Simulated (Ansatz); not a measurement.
Phonon-limited transport in metals: TiC (Fm-3m) under several functionals (Ansatz, a first-principles code, without spin-orbit coupling). The PBE cell:

Space group Fm-3m (No. 225); a = 4.333 Å, b = 4.333 Å, c = 4.333 Å, α = 90.00°, β = 90.00°, γ = 90.00°

```tsv
atom	site	symmetry	x	y	z
Ti	4a	m-3m	0.0000	0.0000	0.0000
C	4b	m-3m	0.5000	0.5000	0.5000
```
(The calculation used a cell of 2 atoms; values per cell refer to that cell.)

| Functional | cell relaxed with | volume (Å³/atom) | resistivity at 300 K |
|---|---|---|---|
| PBE | PBE | 10.17 | 13.5 μΩ·cm |
| PBEsol | PBEsol | 9.89 | 12.5 μΩ·cm |

For the resistivity at 300 K, PBE gives 13.5 μΩ·cm and PBEsol 12.5 μΩ·cm: PBE lies 9 % above.

Metals; harmonic phonons alone scatter; means over directions. Halving the electron mesh moves these values by up to 5 %; q meshes are mostly untested. Spin-orbit coupling is left out.
